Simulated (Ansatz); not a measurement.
Hypothetical I4_132 As under a change: pressure 7.5 GPa

Start from As (space group I4_132, No. 214; a = 6.902 Å; a hypothetical phase, not in the database extracts checked).

It is then changed as follows: a hydrostatic pressure of 7.5 GPa.

Method: PBEsol (Ansatz, an electronic-structure program; PAW; 420 eV plane waves; no spin-orbit coupling). k-mesh 10×10×10 (Γ-centred); smearing 0.05 eV (Fermi–Dirac).

* **Volume per atom**: 34.64 Å³ (base 41.10 Å³)
* **Lattice parameter a**: 6.519 Å (base 6.902 Å)
* **Shortest interatomic distance**: 2.305 Å (base 2.440 Å)
* **Enthalpy H = E + PV relative to the base's energy**: +1.76 eV/atom
* **Band gap**: zero (base zero)

Final structure:

```yaml
crystal:
  lattice:
    - [-3.25972, 3.25972, 3.25972]
    - [3.25972, -3.25972, 3.25972]
    - [3.25972, 3.25972, -3.25972]
  atoms:
    - { symbol: As, position: [0.00000, 0.25000, 0.50000] }
    - { symbol: As, position: [0.25000, 0.50000, 0.00000] }
    - { symbol: As, position: [0.50000, 0.00000, 0.25000] }
    - { symbol: As, position: [0.25000, 0.25000, 0.25000] }
```

Load acts through the strain it causes; cell and atoms are relaxed under it. Whether these cells are dynamically stable was not tested. No other phases were tried under pressure.
